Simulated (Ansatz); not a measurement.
Native point defects in rock-salt MgO, Mg-rich limit (Δμ(Mg) = 0.00 eV, Δμ(O) = -5.37 eV), Fermi level 2.20 eV above the valence-band maximum.

The numbers are results of PBE, PAW (plane waves to 420 eV; Ansatz, a first-principles code), not measurements. Cell and caveats: 64-site cell; 2×2×2 shifted k-points; host gap 4.46 eV; charged states image-corrected; corrections pass 1 eV, so highly charged states may be off by several tenths; flagged in the runs: for some of the defects a doubtful potential alignment, a strain field that reaches the edge of the cell.

| defect | charge | E_f at the VBM (eV) |
|---|---|---|
| O interstitial | 0 | 7.87 |
| O interstitial | −1 | 11.67 |
| O interstitial | −2 | 15.05 |
| Mg interstitial | +2 | 1.13 |
| O vacancy | +2 | -2.94 |
| O vacancy | +1 | -1.37 |
| O vacancy | 0 | 1.23 |

Task: Which of these defects is cheapest at this Fermi level, each in its lowest charge state (E_f = E_f(VBM) + q E_F)?

Result: O vacancy: q = +1, -1.37 + (+1)(2.2) = 0.83 eV; Mg interstitial: q = +2, 1.13 + (+2)(2.2) = 5.53 eV; O interstitial: q = 0, 7.87 + (0)(2.2) = 7.87 eV. Not listed: Mg vacancy, O interstitial started as a split pair with O. The cheapest of those listed is O vacancy.
